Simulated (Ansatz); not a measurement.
System: LaZrNO2 (model structure, started from the LaTiNO2 type, I2₁2₁2₁, No. 24, 10 atoms in the cell). Method: PBEsol+SOC (Ansatz, an electronic-structure program, plane waves, PAW).

Run with plane-wave cutoff 520 eV, 8×8×8 k mesh, Fermi–Dirac smearing 0.01 eV, PAW data made under PBE.

Cell (relaxed with PBEsol):

```yaml
crystal:
  lattice:
    - [-2.92415, 2.92624, 4.05764]
    - [2.92415, -2.92624, 4.05764]
    - [2.92415, 2.92624, -4.05764]
  atoms:
    - { symbol: La, position: [0.97783, 0.75000, 0.72783] }
    - { symbol: La, position: [0.52217, 0.25000, 0.77217] }
    - { symbol: Zr, position: [0.25000, 0.51501, 0.26501] }
    - { symbol: Zr, position: [0.75000, 0.98499, 0.23499] }
    - { symbol: N, position: [0.93458, 0.68458, 0.25000] }
    - { symbol: N, position: [0.56542, 0.81542, 0.75000] }
    - { symbol: O, position: [0.38905, 0.75000, 0.13905] }
    - { symbol: O, position: [0.11095, 0.25000, 0.36095] }
    - { symbol: O, position: [0.93876, 0.18876, 0.75000] }
    - { symbol: O, position: [0.56124, 0.31124, 0.25000] }
```

Give the computed band gap and direct gap at Γ.


- band gap = 2.20 eV (on the SCF k mesh)
- direct gap at Γ = 2.59 eV

Note: the relaxation could raise the start's symmetry but not lower it, so the cell can be a saddle point.

The computed numbers hold no vibrational or temperature effects.

A model structure was made by putting elements into a prototype or built by hand; it is no filed structure, need not be a known phase, and can be a saddle point held by its symmetry.
